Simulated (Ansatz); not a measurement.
Ag: isotropic strain −0.50 %

Base system: Ag in the fcc (Cu type) structure (space group Fm-3m, No. 225; a = 4.0009 Å; relaxed with 0.1 eV smearing).

Perturbation: an isotropic linear strain of −0.50 %, atoms relaxed at fixed cell.

All numbers come from Ansatz (a program for electronic structure), LDA, PAW, cutoff 420 eV, without spin-orbit coupling. Settings: 28×28×28 k-points, 0.1 eV Fermi–Dirac smearing.

- Volume per atom: 15.77 Å³ (base 16.01 Å³)
- Space group: Fm-3m (No. 225) (base Fm-3m (No. 225))
- Shortest interatomic distance: 2.815 Å (base 2.829 Å)
- Energy relative to the base (free energy F): +1.6 meV/atom
- Pressure: 2.2 GPa (base 0.0 GPa)
- Band gap: zero (base zero)

No phonon test of stability was made.
